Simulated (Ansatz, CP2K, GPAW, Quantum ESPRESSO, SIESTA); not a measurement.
AsPb3 (P6_3/mmc, 8 atoms in the cell) computed with different codes at matched settings

Self-consistent single point, at a second geometry (lattice scaled by 0.98). First geometry:

```
CELL_PARAMETERS angstrom
      6.91935     0.00000     0.00000
     -3.45967     5.99233     0.00000
      0.00000     0.00000     5.23918
ATOMIC_POSITIONS crystal
  As 0.66667 0.33333 0.25000
  As 0.33333 0.66667 0.75000
  Pb 0.34815 0.17408 0.75000
  Pb 0.65185 0.82593 0.25000
  Pb 0.17408 0.34815 0.25000
  Pb 0.82593 0.65185 0.75000
  Pb 0.82593 0.17408 0.75000
  Pb 0.17408 0.82593 0.25000
```

Shared settings, as Ansatz (a first-principles code) writes them: kpoints.mp_grid.grid = 3 3 3; scf.occupations.method = gaussian; scf.occupations.width = 0.0073 Ry. Potentials and cutoffs stand in the table.

```json
[
 {"code": "Quantum ESPRESSO", "model": "PBEsol, GBRV 1.5 ultrasoft (PBESOL) pseudopotentials", "ΔF from the first geometry (meV/atom)": "19.0", "pressure (GPa)": "3.89", "largest force (eV/Å)": "0.162", "cutoff": "40 Ry"},
 {"code": "GPAW", "model": "PBEsol, GPAW PAW datasets PBEsol (made by gpaw-setup)", "ΔF from the first geometry (meV/atom)": "17.2", "pressure (GPa)": "3.67", "largest force (eV/Å)": "0.158", "cutoff": "550 eV"},
 {"code": "SIESTA", "model": "GGA PBEsol, numerical atomic orbitals TZP, PseudoDojo PBEsol standard norm-conserving potentials (rewritten from UPF to PSML)", "ΔF from the first geometry (meV/atom)": "17.5", "pressure (GPa)": "3.86", "largest force (eV/Å)": "0.238", "cutoff": "grid 400 Ry"},
 {"code": "Ansatz", "model": "PBEsol, PAW files made with PBE", "ΔF from the first geometry (meV/atom)": "20.2", "pressure (GPa)": "4.02", "largest force (eV/Å)": "0.162", "cutoff": "default"},
 {"code": "CP2K", "model": "PBEsol, GPW, DZVP-MOLOPT-SR-GTH basis, GTH-PBE potentials (GTH_POTENTIALS)", "ΔF from the first geometry (meV/atom)": "44.9", "pressure (GPa)": "6.69", "largest force (eV/Å)": "0.199", "cutoff": "grid 400 Ry"}
]
```

No clean gap comes from Quantum ESPRESSO, GPAW, SIESTA, Ansatz and CP2K: levels at the Fermi energy touch, overlap or are partly filled at this smearing.

On Ansatz's run: spin-orbit coupling is off.

The spread over the programs that give each value: ΔF from the first geometry within 27.7 meV/atom; pressure within 3.02 GPa; largest force within 0.080 eV/Å.

SIESTA and CP2K use small atom-centred bases, whose incompleteness enters pressures, forces and empty levels differently from a plane-wave cutoff. Ansatz's pressure is given at a fixed set of plane waves, as the other plane-wave codes print theirs; with its correction for the finite basis it is 4.05 GPa. In the pressure, CP2K (by 2.80) lies more than 1 GPa from the median of the plane-wave programs.

The shared mesh is coarse (it stands for a supercell whose shortest vector is 15 Å), so the values are not converged in it.

The starting cell comes from a database of computed structures (which also holds hypothetical and non-ambient phases and stackings), without a prior relaxation at this level. Its lattice was rescaled by a random factor within 2.5 % of one. For this run, on top of that: lattice scaled by 0.98.

Left out of this page: ABINIT and FLEUR (with a known weakness of the program); Elk (unsound by tests on forces, stress, charge or solver warnings).

Keys are those of Ansatz 0.2.
